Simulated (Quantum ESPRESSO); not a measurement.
Input and output of a self-consistent single point for BaGa₂H₂ (P3m1, 5 atoms in the cell) (Quantum ESPRESSO).

Level of theory: LDA (PZ), PSlibrary PAW (LDA, semicore) pseudopotentials (plane waves; Quantum ESPRESSO 7.5).

```
CELL_PARAMETERS angstrom
      4.51261     0.00000     0.00000
     -2.25631     3.90804     0.00000
      0.00000     0.00000     4.96539
ATOMIC_POSITIONS crystal
  Ba 0.00000 0.00000 0.01007
  Ga 0.33333 0.66667 0.46883
  Ga 0.66667 0.33333 0.53117
  H  0.33333 0.66667 0.13291
  H  0.66667 0.33333 0.86709
```

Reference input (self-consistent single point, DFT, LDA (PZ), plane waves, GBRV 1.5 ultrasoft (LDA) pseudopotentials): ecutwfc = 50 Ry; ecutrho = 250 Ry; occupations = smearing; smearing = fermi-dirac; degauss = 0.0073499 Ry; potentials = {Ba: ba_lda_v1.uspp.F.UPF, Ga: ga_lda_v1.4.uspp.F.UPF, H: h_lda_v1.4.uspp.F.UPF}; K_POINTS = automatic 3 3 3 0 0 0; conv_thr = 1e-10 Ry. This run's input differs from it in these lines:

```diff
@@ -11,4 +11,4 @@
   ntyp = 3
-  ecutwfc = 50
-  ecutrho = 250
+  ecutwfc = 140
+  ecutrho = 840
   occupations = 'smearing'
@@ -21,5 +21,5 @@
 ATOMIC_SPECIES
-Ba   137.3270  ba_lda_v1.uspp.F.UPF
-Ga    69.7230  ga_lda_v1.4.uspp.F.UPF
-H      1.0080  h_lda_v1.4.uspp.F.UPF
+Ba   137.3270  Ba.pz-spn-kjpaw_psl.1.0.0.UPF
+Ga    69.7230  Ga.pz-dn-kjpaw_psl.1.0.0.UPF
+H      1.0080  H.pz-kjpaw_psl.1.0.0.UPF
 ATOMIC_POSITIONS {crystal}
```

The program printed (abridged):

```
     Self-consistent Calculation

     iteration #  1     ecut=   140.00 Ry     beta= 0.70

     negative rho (up, down):  2.343E+01 0.000E+00

     total energy              =    -970.08696087 Ry
     estimated scf accuracy    <     706.17449486 Ry

     iteration #  2     ecut=   140.00 Ry     beta= 0.70

     negative rho (up, down):  2.139E+01 0.000E+00

     total energy              =    -993.93611876 Ry
     estimated scf accuracy    <   26364.28289451 Ry

     iteration #  3     ecut=   140.00 Ry     beta= 0.70

     negative rho (up, down):  3.838E+00 0.000E+00

     total energy              =    -647.24253854 Ry
     estimated scf accuracy    <   41684.38654741 Ry

   [... 95 blocks of this kind left out ...]

     iteration # 99     ecut=   140.00 Ry     beta= 0.70

     negative rho (up, down):  2.024E+00 0.000E+00

     total energy              =    -953.81010929 Ry
     estimated scf accuracy    <    5997.18698491 Ry

     iteration #100     ecut=   140.00 Ry     beta= 0.70

     negative rho (up, down):  1.546E+00 0.000E+00

     total energy              =    -944.53468152 Ry
     estimated scf accuracy    <   25439.06579633 Ry
     End of self-consistent calculation

     convergence NOT achieved after 100 iterations: stopping

   JOB DONE.
```

The run ended unconverged after 100 iterations. 

The starting cell comes from a database of computed structures (which also holds hypothetical and non-ambient phases and stackings), without a prior relaxation at this level. Its lattice was rescaled by up to half a per cent. One atom was moved a little off its site on purpose.

Cost on one core of a shared machine: roughly 20 min.
